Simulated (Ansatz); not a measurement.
# WS2: element substitutions

The parent structure is WS$_{2}$ in the 2H-MoS2 type structure (space group P6_3/mmc, No. 194; a = 3.1148 Å, c = 11.7731 Å; layered, stacked along the Cartesian z axis).

Each row replaces one element on all its sites; cell and atoms are relaxed.

The values are results of Ansatz (a program for electronic structure), PBEsol-D3(BJ), PAW, cutoff 420 eV, spin-orbit coupling left out, not measurements.

**Question.** Only one of these keeps a band gap. Which?
A. W → Re
B. W → Mo
C. S → Cl

**Answer.** B, W → Mo. Computed: S → Cl: zero; W → Re: zero; W → Mo: 0.52 eV

Spin-orbit coupling, missing from the scalar runs, can matter with W. Stability against distortions was not tested. As relaxed here, WCl2 and ReS2 are hypothetical phases, not in the database extracts checked. No Hubbard U is applied, and correlation can decide whether such a compound is a metal. The final runs are not spin-polarised. WCl2 and ReS2 have a high density of states at the Fermi level and may be magnetic at this level.
